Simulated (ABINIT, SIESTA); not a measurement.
An ABINIT input for a self-consistent single point of GaGePt6 (I-42m, 8 atoms in the cell) (DFT, PBEsol, plane waves, norm-conserving pseudopotentials (PseudoDojo nc-sr-04 PBEsol standard)):

```
# GaGePt6, PseudoDojo nc-sr-04 PBEsol standard
pp_dirpath "./"
pseudos "Ga.upf, Ge.upf, Pt.upf"
acell 10.5302054436 10.5302054436 10.5302054436
rprim
        -0.4954009713    0.4954009713    0.7135515085
         0.4954009713   -0.4954009713    0.7135515085
         0.4954009713    0.4954009713   -0.7135515085
natom 8
ntypat 3
znucl 31 32 78
typat 1 2 3 3 3 3 3 3
xcart
         0.0000000000    0.0000000000    0.0000000000
         0.0000000000    0.0000000000    7.5138439791
         2.0651769050    2.0651769050   11.2029910959
         2.0651769050   -2.0651769050    3.8246968622
         3.1514970997    3.1514970997    3.6891471168
        -2.0651769050    2.0651769050    3.8246968622
        -0.0000000000    5.2166740047    0.0000000000
         5.2166740047   -0.0000000000    0.0000000000
ecut 1143 eV
occopt 7
tsmear 0.00734986
nband 84
kptopt 1
ngkpt 5 5 5
nshiftk 1
shiftk 0 0 0
nstep 100
tolvrs 1.0e-12
prtwf 0
prtden 0
prtvol 1
enunit 1
```

Question: Write the same calculation as an input for SIESTA.

Answer: One input that does it (others would too):

```
# files in the folder: Ga.psml Ge.psml Pt.psml (PseudoDojo PBEsol standard)
SystemName  GaGePt6
SystemLabel GaGePt6

NumberOfAtoms                8
NumberOfSpecies              3
%block ChemicalSpeciesLabel
  1 31 Ga
  2 32 Ge
  3 78 Pt
%endblock ChemicalSpeciesLabel
LatticeConstant              1.0 Ang
%block LatticeVectors
    -2.760545000    2.760545000    3.976155000
     2.760545000   -2.760545000    3.976155000
     2.760545000    2.760545000   -3.976155000
%endblock LatticeVectors
AtomicCoordinatesFormat      ScaledCartesian
%block AtomicCoordinatesAndAtomicSpecies
     0.000000000    0.000000000    0.000000000  1
     0.000000000    0.000000000    3.976155000  2
     1.092844555    1.092844555    5.928367582  3
     1.092844555   -1.092844555    2.023942418  3
     1.667700445    1.667700445    1.952212582  3
    -1.092844555    1.092844555    2.023942418  3
     0.000000000    2.760545000    0.000000000  3
     2.760545000    0.000000000    0.000000000  3
%endblock AtomicCoordinatesAndAtomicSpecies

XC.functional                GGA
XC.authors                   PBEsol
PAO.BasisSize                DZP
PAO.EnergyShift              0.01 Ry
MeshCutoff                   350 Ry
%block kgrid.MonkhorstPack
    5   0   0  0.0
    0   5   0  0.0
    0   0   5  0.0
%endblock kgrid.MonkhorstPack
OccupationFunction           MP
OccupationMPOrder            0
ElectronicTemperature        200.0 meV

MaxSCFIterations             150
SCF.Mixer.Method             Pulay
SCF.Mixer.Weight             0.2
SCF.Mixer.History            8
SCF.DM.Tolerance             1.0E-05
Diag.ParallelOverK           true
WriteForces                  true
```

Basis settings and potentials, where a program has them, do not carry over. This input uses DFT, GGA PBEsol, numerical atomic orbitals DZP, PseudoDojo PBEsol standard norm-conserving potentials (rewritten from UPF to PSML).

The starting cell comes from a database of computed structures (which also holds hypothetical and non-ambient phases and stackings), without a prior relaxation at this level.
